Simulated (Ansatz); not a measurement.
Consider TaC in the rock salt structure (space group Fm-3m, No. 225; a = 4.4400 Å).

One thing is altered: cell and atoms relaxed at a pressure of 4.5 GPa.

Levels (all Ansatz, a quantum-chemistry and plane-wave program, PAW): PBEsol (420 eV, without spin-orbit coupling); PBEsol+SOC (420 eV, with spin-orbit coupling).

The geometry is relaxed with PBEsol.

- PBEsol pressure = 4.5 GPa

With PBEsol+SOC at the same geometry, the pressure drops by 0.5 GPa, from 4.5 GPa to 4.0 GPa.

Single points use the geometry relaxed with PBEsol. The spin-orbit shifts are approximate. Load acts through the strain it causes; cell and atoms are relaxed under it. No phonon test of stability was made. The runs without spin-orbit coupling are not spin-polarised. An odd electron count without spin: TaC.
